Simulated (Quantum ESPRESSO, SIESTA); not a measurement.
A SIESTA input for a self-consistent single point of Co3Sn2S2 (P1, 7 atoms in the cell) (DFT, LDA PW92, numerical atomic orbitals DZP, PseudoDojo LDA standard norm-conserving potentials (rewritten from UPF to PSML)):

```
# files in the folder: Co.psml Sn.psml S.psml (PseudoDojo LDA standard)
SystemName  Co3(SnS)2
SystemLabel siesta

NumberOfAtoms                7
NumberOfSpecies              3
%block ChemicalSpeciesLabel
  1 27 Co
  2 50 Sn
  3 16 S
%endblock ChemicalSpeciesLabel
LatticeConstant              1.0 Ang
%block LatticeVectors
     2.681180000    1.547980000    4.339157000
    -2.681180000    1.547980000    4.339157000
     0.000000000   -3.095960000    4.339157000
%endblock LatticeVectors
AtomicCoordinatesFormat      Ang
%block AtomicCoordinatesAndAtomicSpecies
     1.341410441    0.847085616    2.193530647  1
    -1.355234605    0.778847561    2.194168503  1
     0.022838291   -1.572571210    2.132227037  1
     0.003335388   -0.055532235    6.542737134  2
    -0.007947018    0.004318864    0.074225620  2
    -0.089162641    0.021707324    9.286642116  3
     0.084762825   -0.023854372    3.611415284  3
%endblock AtomicCoordinatesAndAtomicSpecies

XC.functional                LDA
XC.authors                   PW92
PAO.BasisSize                DZP
PAO.EnergyShift              0.01 Ry
MeshCutoff                   300 Ry
%block kgrid.MonkhorstPack
    4   0   0  0.0
    0   4   0  0.0
    0   0   4  0.0
%endblock kgrid.MonkhorstPack
OccupationFunction           FD
ElectronicTemperature        1578.21 K
Spin                         polarized
%block DM.InitSpin
  1 +3.00
  2 +3.00
  3 +3.00
  4 +0.00
  5 +0.00
  6 +0.00
  7 +0.00
%endblock DM.InitSpin

MaxSCFIterations             150
SCF.Mixer.Method             Pulay
SCF.Mixer.Weight             0.1
SCF.Mixer.History            6
SCF.DM.Tolerance             1.0E-04
Diag.ParallelOverK           true
WriteForces                  true
Charge.Mulliken              end
```

Problem. Translate this input to Quantum ESPRESSO.

Solution. This is the input that was run; spellings and numerical settings could be chosen otherwise.

```fortran
&CONTROL
 calculation = 'scf'
 prefix = 'run'
 outdir = './tmp'
 pseudo_dir = './'
 tprnfor = .true.
 tstress = .true.
/
&SYSTEM
 ibrav = 0
 nat = 7
 ntyp = 3
 ecutwfc = 55
 ecutrho = 330
 occupations = 'smearing'
 smearing = 'fd'
 degauss = 0.0099958
 nspin = 2
 starting_magnetization(1) = 0.333
/
&ELECTRONS
 conv_thr = 1.0d-10
 mixing_beta = 0.4
/
ATOMIC_SPECIES
Co    58.9332  Co.pz-n-kjpaw_psl.1.0.0.UPF
Sn   118.7100  Sn.pz-dn-kjpaw_psl.1.0.0.UPF
S     32.0600  S.pz-n-kjpaw_psl.1.0.0.UPF
ATOMIC_POSITIONS {crystal}
Co    0.5098630000    0.0095570000   -0.0139000000
Co   -0.0003190000    0.5051430000    0.0008430000
Co   -0.0012580000   -0.0097760000    0.5024260000
Sn    0.4972550000    0.4960110000    0.5145700000
Sn    0.0046850000    0.0076490000    0.0047720000
S     0.6991080000    0.7323630000    0.7087240000
S     0.2906670000    0.2590530000    0.2825650000
K_POINTS {automatic}
4 4 4  0 0 0
CELL_PARAMETERS {angstrom}
   2.6811800000     1.5479800000     4.3391570000
  -2.6811800000     1.5479800000     4.3391570000
   0.0000000000    -3.0959600000     4.3391570000
```

Basis, cutoffs, solver keys and any potentials are the target program's own. This input uses DFT, LDA (PZ), plane waves, PSlibrary PAW (LDA) pseudopotentials. LDA parametrisations can differ slightly between programs.

The starting cell comes from a database of computed structures (which also holds hypothetical and non-ambient phases and stackings), without a prior relaxation at this level. For this run, on top of that: atoms moved at random.
